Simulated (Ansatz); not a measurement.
## CoSi2: Li interstitial (started 2.30 Å from the nearest host atom), symmetric start

The parent structure is a 24-atom supercell of CoSi$_{2}$ (space group Fm-3m, No. 225; a = 5.312 Å; non-magnetic) at its relaxed geometry.

The change: one Li atom is added in an open site, starting 2.30 Å from the nearest host atom, atoms relaxed at fixed cell.

Method: plane-wave PAW DFT at the PBEsol level (Ansatz, an electronic-structure program, 420 eV), scalar-relativistic without spin-orbit coupling. Γ-centred 6×6×6 mesh, Fermi–Dirac width 0.05 eV.

Largest displacement of a host atom from its site in the perfect cell: 0.07 Å
Final site of the added atom: 8 Si at 2.37 Å and 6 Co at 2.64 Å

The magnetic state is the one reached from the starting moments; the real material's order can differ, and small cells can't hold many antiferromagnetic ones. The cell is small, so the values are those of an ordered compound at a high defect concentration; dilute-limit values will differ. The defect started on the symmetric site and kept its symmetry, so it may sit on a saddle. Seeded moments were not kept for Li interstitial (started 2.30 Å from the nearest host atom) and the base. Spin-polarised in the final run: Li interstitial (started 2.30 Å from the nearest host atom); the other runs are not. An odd electron count without spin: CoSi2. The defect cell is spin-polarised and ends with 0.0 μB.
